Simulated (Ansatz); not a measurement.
Consider Ba in the bcc (W type) structure (space group Im-3m, No. 229; a = 4.881 Å).

Structures relaxed with plane-wave PAW DFT at the PBEsol level (Ansatz, a quantum-chemistry and plane-wave program, 420 eV), without spin-orbit coupling.

Base:

Simulated powder pattern, Cu Kα, λ = 1.54184 Å (kinematic, ideal powder, no thermal factors, no anomalous dispersion; the 14 strongest lines at most, above 2 %, up to 2θ = 90°):

```tsv
2θ (°)	I/Imax (%)	hkl
25.82	100	(110)
36.83	20	(200)
45.53	43	(211)
53.07	14	(220)
59.93	19	(310)
66.35	4.6	(222)
72.46	21	(321)
78.37	2.2	(400)
84.16	11	(411)
89.89	6.5	(420)
```

After one change:

Simulated powder pattern, Cu Kα, λ = 1.54184 Å (kinematic, ideal powder, no thermal factors, no anomalous dispersion; the 14 strongest lines at most, above 2 %, up to 2θ = 90°):

| 2θ (°) | I/Imax (%) |
|---|---|
| 29.15 | 100 |
| 41.69 | 19 |
| 51.68 | 40 |
| 60.43 | 12 |
| 68.48 | 17 |
| 76.10 | 4.2 |
| 83.48 | 20 |

Q: Which of these changes matches the shifts?
A) pressure 0.3 GPa
B) pressure 3 GPa
C) pressure 5 GPa
D) pressure −1 GPa

A: C, pressure 5 GPa. Its volume per atom is 40.67 Å³ against 58.13 Å³, and its space group is Im-3m (No. 229).

Load acts through the strain it causes; cell and atoms are relaxed under it. Whether these cells are dynamically stable was not tested. Competing high-pressure phases were not computed. The base started in Cmcm and relaxed to Im-3m at this level.
